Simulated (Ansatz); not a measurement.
System: Nb₂B₂Ge (model structure, started from the Ti2InB2 type, P-6m2, No. 187, 5 atoms in the cell). Method: r²SCAN (plane waves, PAW; Ansatz, a first-principles code).

The input as run:

Ansatz 0.2 input:
```yaml
crystal:
  lattice:
    - [3.1988133717, 0.0, 0.0]
    - [-1.5994066859, 2.7702536419, 0.0]
    - [0.0, 0.0, 7.1177175886]
  atoms:
    - { symbol: Nb, position: [0.3333333333, 0.6666666667, 0.7205315361] }
    - { symbol: Nb, position: [0.3333333333, 0.6666666667, 0.2794684639] }
    - { symbol: Ge, position: [0.0, 0.0, 0.0] }
    - { symbol: B, position: [0.0, 0.0, 0.5] }
    - { symbol: B, position: [0.6666666667, 0.3333333333, 0.5] }
basis:
  ecutwfc: 560
  ecutrho_ratio: 4
  xc_grid: 3
kpoints:
  mp_grid: { grid: [24, 24, 8] }
hamiltonian:
  xc: r2scan
  dispersion: none
  pseudopotentials: { kind: paw }
scf:
  occupations: { method: fermi_dirac, width: 0.05 }
output:
  forces: true
  stress: true
  eigenvalues: true
relax:
  f_tol: 0.004
  escape_saddle: false
  max_steps: 80
  cell: { stress_tol: 0.02, fix: [volume] }
```

The run printed, among other lines:

```
Relaxation: its limit of steps is 80 (relax.max_steps)
Crystal: 5 atoms, lattice volume = 63.074 Å³
Basis set: ecut = 560 eV, 1887 PW (Γ), exchange–correlation on 75×75×180 points (27 copies of the dense FFT grid, shifted against one another)
Bands: 28, of which v1, the nominal top of the filled ones, is band 23 counted from 1 (22 counted from 0)
Symmetry: 12 space group operations
Space group: P-6m2 (ITA 187), of the structure as read, at distance tolerance 4.0e-5 Å
k-points: 305 of 4608 (time reversal used)
Functional: x = r2scan, c = r2scan; τ floored in thin density (d = 2e-4 eV/Å³)
SCF iter   1: F=—  HF=-13746.552400 eV  |F-HF|=—  |Δ(HF+E_count)|=         —  Δρ=9.49e-3  dr2=5.99e-2  dr2_τ=2.55e-1
SCF iter   2: F=—  HF=-13746.591545 eV  |F-HF|=—  |Δ(HF+E_count)|=   3.91e-2  Δρ=5.02e-3  dr2=1.01e-2  dr2_τ=9.55e-4
  ...
SCF 1 converged in 7 iterations: F = -13746.591275 eV  dr2 = 9.34e-8
Crystal: 5 atoms, lattice volume = 63.074 Å³
Initial density: handed on by an earlier stage of this run
SCF 2 converged in 6 iterations: F = -13746.591760 eV  dr2 = 3.08e-7
Crystal: 5 atoms, lattice volume = 63.074 Å³
SCF 3 converged in 5 iterations: F = -13746.591960 eV  dr2 = 1.94e-7
Crystal: 5 atoms, lattice volume = 63.074 Å³
SCF iter   5: F=—  HF=-13746.591960 eV  |F-HF|=—  |Δ(HF+E_count)|=  2.67e-10  Δρ=2.50e-7  dr2=6.03e-11  dr2_τ=6.86e-12
SCF iter   6: F=-13746.591960 eV  HF=-13746.591960 eV  |F-HF|=5.46e-12  |Δ(HF+E_count)|=  3.27e-11  Δρ=7.41e-8  dr2=5.16e-12  dr2_τ=4.81e-13
SCF 4 converged in 6 iterations: F = -13746.591960 eV  dr2 = 5.16e-12
SCF converged after 6 iterations
Free energy (F): -13746.591960 eV
Internal energy: -13746.576726 eV  (E = F + TS)
E sigma→0 (E₀):  -13746.584343 eV
Fermi energy:    16.417594 eV
--- Forces (eV/Å), atoms counted from 1 ---
  atom   1  Nb    -0.00000000    -0.00000000    -0.00128392
  atom   2  Nb    -0.00000000    -0.00000000     0.00128392
  atom   3  Ge     0.00000000     0.00000000    -0.00000000
  atom   4  B      0.00000000     0.00000000    -0.00000000
  atom   5  B     -0.00000000    -0.00000000     0.00000000
--- Stress (GPa, compression-positive) ---
       -4.206415       0.000000       0.000000
        0.000000      -4.206415       0.000000
        0.000000       0.000000      -4.186922
  P = ⅓ Tr σ = -4.1999 GPa (-41.999 kbar)
```

The cell is one volume of an energy–volume scan, off the minimum.

The PAW data were made under PBE.

Note: the run has no spin polarisation, so it can have missed a magnetic state. Note: the relaxation could raise the start's symmetry but not lower it, so the cell can be a saddle point.

It cost roughly 3.0 core-minutes of CPU time.

A model structure was made by putting elements into a prototype or built by hand; it is no filed structure, need not be a known phase, and can be a saddle point held by its symmetry.
